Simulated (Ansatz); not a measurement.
The parent structure is BAs in the zinc blende structure (space group F-43m, No. 216; a = 4.784 Å). Axes: x, y, z lie along the cube axes.

The values are results of r2SCAN (Ansatz, a program for electronic structure; PAW; 500 eV plane waves; scalar-relativistic without spin-orbit coupling), not measurements.

Strains are applied to the cell and any free atomic positions relax; under biaxial strain the out-of-plane vector relaxes too.

One change was made to it. Results:

```json
[
 {"quantity": "shortest interatomic distance", "base": "2.071 Å", "after": "2.066 Å"},
 {"quantity": "band gap", "base": "1.38 eV", "after": "1.32 eV"},
 {"quantity": "energy relative to the base (free energy F)", "base": "0 meV/atom", "after": "+0.8 meV/atom"},
 {"quantity": "valence-band top at Γ (three highest levels, from the VBM)", "base": "0.00, 0.00, 0.00 eV", "after": "0.00, -0.04, -0.09 eV"}
]
```

Problem. Which change produced these results?
(A) strain tensor (xx, yy, zz, yz, xz, xy) = (+1.33, +0.18, +0.74, −0.59, +0.00, +0.59) %
(B) tensor shear ε_yz = +0.55 %
(C) biaxial strain +2.68 %, plane normal [111], relaxed out of plane

Solution. B, tensor shear ε_yz = +0.55 %. For comparison, the band gap in the other runs: biaxial strain +2.68 %, plane normal [111], relaxed out of plane gives 1.27 eV; strain tensor (xx, yy, zz, yz, xz, xy) = (+1.33, +0.18, +0.74, −0.59, +0.00, +0.59) % gives 1.24 eV.

Stability against distortions was not tested.
